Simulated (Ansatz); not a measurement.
The parent structure is Ge in the diamond structure (space group Fd-3m, No. 227; a = 5.673 Å). Axes: x, y, z lie along the cube axes.

Computed with Ansatz (a program for electronic structure), r2SCAN, PAW, cutoff 500 eV, spin-orbit coupling left out, earlier PAW set.

Strains are applied to the cell and any free atomic positions relax; under biaxial strain the out-of-plane vector relaxes too.

One change was made to it. Results:

The volume per atom grows by 0.61 Å³ (22.82 Å³ → 23.43 Å³); the band gap goes from 0.37 eV to zero; the energy rises by 6.1 meV/atom.

Which change produced these results?
(A) uniaxial strain ε_xx = +4.28 %
(B) biaxial strain −2.08 %, plane normal [111], relaxed out of plane
(C) biaxial strain +1.59 %, plane normal [111], relaxed out of plane
(D) biaxial strain +0.76 %, plane normal [110], relaxed out of plane
(E) strain tensor (xx, yy, zz, yz, xz, xy) = (+1.46, +0.42, −1.92, −1.16, −0.89, +0.91) %

C, biaxial strain +1.59 %, plane normal [111], relaxed out of plane. For comparison, the energy relative to the base in the other runs: uniaxial strain ε_xx = +4.28 % gives +16 meV/atom; biaxial strain −2.08 %, plane normal [111], relaxed out of plane gives +12 meV/atom; strain tensor (xx, yy, zz, yz, xz, xy) = (+1.46, +0.42, −1.92, −1.16, −0.89, +0.91) % gives +9.1 meV/atom; biaxial strain +0.76 %, plane normal [110], relaxed out of plane gives +1.4 meV/atom.

A biaxial case was relaxed in a doubled cell and then solved in the primitive one. Whether these cells are dynamically stable was not tested. Gaps under 0.05 eV, about the width of the smearing, are given as zero. A zero or small gap of Ge under biaxial strain +1.59 %, plane normal [111], relaxed out of plane, Ge under uniaxial strain ε_xx = +4.28 %, Ge under strain tensor (xx, yy, zz, yz, xz, xy) = (+1.46, +0.42, −1.92, −1.16, −0.89, +0.91) % and Ge under biaxial strain +0.76 %, plane normal [110], relaxed out of plane can be the functional's error rather than a property of the material.
